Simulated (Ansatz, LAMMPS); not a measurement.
**Σ57 (227) [1-10] symmetric tilt, annealed from start 1, in Ge (diamond structure)**

Cell 30.75 × 16.29 × 26.50 Å, Ge544, 544 atoms. Prepared with LAMMPS with Tersoff's 1989 multicomponent potential (SiCGe.tersoff): 40 ps at 1300 K, cooling over 40 ps and minimisation with the cell free along the normal, at the potential's lattice parameter; then scaled to the PBE one. 

Level of theory: PBE, support functions at accuracy medium on the grid of 370 eV (norm-conserving potentials; Ansatz, a quantum-chemistry and plane-wave program).

Basis: localised support functions (accuracy medium) on a full density matrix. k-points: zone centre alone; occupations: Fermi-Dirac, 0.020 eV; spin polarisation not allowed. Spin-orbit coupling is left out.

Geometry partly relaxed: the largest remaining force component is 0.663 eV/Å.

The energy over the perfect crystal(s), per atom is 80 meV/atom and the boundary energy (mean of two; the reference samples k-space alike but not identically) is 0.69 J/m². The electronic character of the cell is no gap resolved at this smearing. The coordination (neighbours within 2.975 Å) comes out as 0.2 % 2-fold, 1.7 % 3-fold, 94.3 % 4-fold, 3.9 % 5-fold and the Ge-Ge bonds, mean ± spread comes out as 2.517 ± 0.059 Å. The bond angles, mean ± spread is 109.0° ± 9.3°, the pressure comes out as -0.22 GPa and the cost of the final run is very roughly 25 core-minutes, 13 SCF iterations, 12 GiB.
